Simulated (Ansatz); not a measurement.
**Predicting a run: zincblende InP (F-43m), hydrostatic pressure (both signs)**

Cell and atoms relaxed with PBEsol to each stress σ (compression positive); gaps by PBEsol with spin-orbit coupling, rigid bands (plane waves, PAW; Ansatz, a first-principles code). Unloaded cell: a = b = c = 4.1566 Å, α = β = γ = 60.00°.

```json
[
 {"σ (GPa)": "0", "ln(V/V₀) (%)": "0", "gap (eV)": "0.542"},
 {"σ (GPa)": "-2.00", "ln(V/V₀) (%)": "3.23", "gap (eV)": "0.369"},
 {"σ (GPa)": "2.00", "ln(V/V₀) (%)": "-2.81", "gap (eV)": "0.692"},
 {"σ (GPa)": "10.00", "ln(V/V₀) (%)": "-11.50", "gap (eV)": "1.148"}
]
```

Task: Fit E_g = 0.542 eV + aσ + bσ² and ε = cσ + dσ² to the loaded rows by least squares.

Result: a = 0.0811 eV/GPa, b = -0.00205 eV/GPa²; c = -1.52 %/GPa, d = 0.0367 %/GPa².

Task: One run was withheld, at σ = 5.00 GPa. Predict its gap and its ln(V/V₀), then set them beside the run.

Result: E_g = 0.542 + (0.0811)(5.00) + (-0.00205)(5.00)² = 0.896 eV and ε = (-1.52)(5.00) + (0.0367)(5.00)² = -6.68 %. The run gave 0.886 eV and -6.45 %, misses of 0.010 eV and 0.23 percentage points.

Gaps are resolved to about 0.01 eV; third decimals are kept for the arithmetic. Every relaxation keeps the zincblende phase (space group F-43m under this load), so a transition, a distortion that breaks the symmetry or fracture can't show.
